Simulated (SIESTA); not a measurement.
## Short convergence ladders for Co (P-3m1, 2 atoms in the cell)

```
CELL_PARAMETERS angstrom
      1.26127    -2.18459     0.00000
      1.26127     2.18459     0.00000
      0.00000     0.00000     4.09035
ATOMIC_POSITIONS crystal
  Co 0.33333 0.66667 0.26222
  Co 0.66667 0.33333 0.75000
```
Moments meant for the start (each program seeds them in its own way; μB, in the order of the atoms Co Co): 2.0 2.0.

Base method: SIESTA with LDA PW92, numerical atomic orbitals DZP, PseudoDojo LDA standard norm-conserving potentials (rewritten from UPF to PSML).

Base settings: XC.functional = LDA; XC.authors = PW92; potentials = PseudoDojo LDA standard; PAO.BasisSize = DZP; PAO.EnergyShift = 0.005 Ry; MeshCutoff = 350 Ry; kgrid.MonkhorstPack = 5 5 3; OccupationFunction = FD; ElectronicTemperature = 0.1 eV; Spin = polarized.

Core times come from one kind of shared machine, to one figure; runs under 30 s give none.

**The setting basis size**

Level: DFT, LDA PW92, numerical atomic orbitals TZDP, PseudoDojo LDA standard norm-conserving potentials (rewritten from UPF to PSML).

Moved along: PAO.BasisSize.

The second cell is the first with its lattice scaled by 0.98.

The mesh stays at the base's, so the ladder's end is converged at best in this setting alone.

The sets are ordered by size and need not be nested.

Only quantities that move along the ladder and can be compared are tabulated.

```csv
basis (functions),energy of the compressed cell less the first (meV/atom),pressure (GPa),largest difference of a force vector from the last step's (eV/Å),net moment (μB/atom),core time / last (rough)
SZ (20),-8.11,-6.64,0.158,1.633,–
SZP (26),-51.16,-18.34,0.101,1.684,–
DZ (32),-148.20,-39.89,0.035,1.807,–
DZP (38),-92.24,-27.53,0.029,1.715,0.5
TZP (50),-91.51,-27.23,0.001,1.715,0.6
TZDP (56),-87.10,-26.02,0.000,1.712,1
```

Coarsest basis (functions) that holds the forces within 0.02 eV/Å of the last step, with all finer ones: TZP (50); the step before is off by 0.029 eV/Å.

Coarsest basis (functions) that holds the pressure within 1 GPa: not settled: the last two steps still differ by 1.2 GPa, over half the tolerance, so the ladder does not show it.

Coarsest basis (functions) that holds the energy of the compressed cell less the first within 2 meV/atom: not settled: the last two steps still differ by 4.4 meV/atom, over half the tolerance, so the ladder does not show it.

**The relaxed cell against the cutoff**

On Co (P6_3/mmc, 2 atoms in the cell): atoms on their sites.

In this ladder: MD.TypeOfRun = Broyden; MD.Steps = 40; MD.MaxForceTol = 0.02 eV/Ang; MD.VariableCell = true; MD.MaxStressTol = 0.05 GPa.

The mesh stays at the base's, so the ladder's end is converged at best in this setting alone.

Only quantities that move along the ladder and can be compared are tabulated.

| MeshCutoff | relaxed volume (Å³/atom) | relaxation steps | core time / last (rough) |
|---|---|---|---|
| 175 Ry (186 Ry used) | 9.928 | 27 | 0.3 |
| 210 Ry (236 Ry used) | 9.933 | 11 | 0.3 |
| 245 Ry (250 Ry used) | 9.950 | 10 | 0.3 |
| 350 Ry (360 Ry used) | 9.941 | 19 | 0.6 |
| 420 Ry (455 Ry used) | 9.943 | 13 | 0.7 |
| 525 Ry (532 Ry used) | 9.935 | 21 | 1 |
| 700 Ry (747 Ry used) | 9.934 | 12 | 1 |

Coarsest MeshCutoff that holds the relaxed volume within 0.01 Å³/atom of the last step, with all finer ones: 350 Ry (360 Ry used); the step before is off by 0.016 Å³/atom.

On the base run: the starting cell has typed, rounded lattice constants, without a prior relaxation at this level. Its lattice was rescaled by up to half a per cent. One atom was moved a little off its site on purpose. The magnetic order is the one reached from the typed start; others were not searched systematically. Values carry the incompleteness of an atom-centred basis. Without a gap this mesh is coarse (it stands for a supercell whose shortest vector is 12 Å).

Left out of this page: 1 run of the series outside the window shown, repeating another row's setting, or not comparable.
